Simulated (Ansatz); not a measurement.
Take Cs in the bcc (W type) structure (space group Im-3m, No. 229; a = 6.0072 Å; relaxed with 0.1 eV smearing) as the base. Axes: x, y, z lie along the cube axes.

Method: PBEsol (Ansatz, an electronic-structure program), spin-orbit coupling left out.

Perturbation: biaxial strain −2.08 %, plane normal [111], relaxed out of plane (Cartesian); in-plane vectors clamped, the third vector and the atoms free.

Q: What happens to the in-plane stress, out-of-plane strain and energy relative to the base?

A: The mean in-plane stress (compression positive) amounts to +0.1 GPa; the out-of-plane strain is +1.04 %; the energy grows by 1.5 meV/atom.

Stability against distortions was not tested. The final runs are not spin-polarised.
